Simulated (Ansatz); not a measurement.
The reference is MoS2 (space group P6_3/mmc, No. 194; a = 3.149 Å, c = 12.089 Å; layered, stacked along the Cartesian z axis).

All numbers come from plane-wave PAW DFT at the PBE-D3(BJ) level (Ansatz, a quantum-chemistry and plane-wave program, 420 eV), scalar-relativistic without spin-orbit coupling.

One change was made to it. Results:

```csv
quantity,base,after
lattice parameter a,3.149 Å,3.108 Å
hole mass,"1.0 mₑ along c, 0.61 mₑ across (at Γ)","1.3 mₑ along c, 0.44 mₑ across (at Γ)"
smallest direct gap,1.70 eV,1.79 eV
```

**Question.** What was done to the base?
A. pressure 5 GPa
B. pressure 1.5 GPa
C. pressure 10 GPa
D. pressure −2 GPa

**Answer.** A, pressure 5 GPa. For comparison, the lattice parameter a in the other runs: pressure 10 GPa gives 3.073 Å; pressure 1.5 GPa gives 3.136 Å; pressure −2 GPa gives 3.170 Å.

Load acts through the strain it causes; cell and atoms are relaxed under it. Masses are band curvatures over ±0.01 Å⁻¹ around the edge. Stability against distortions was not tested. No other phases were tried under pressure.
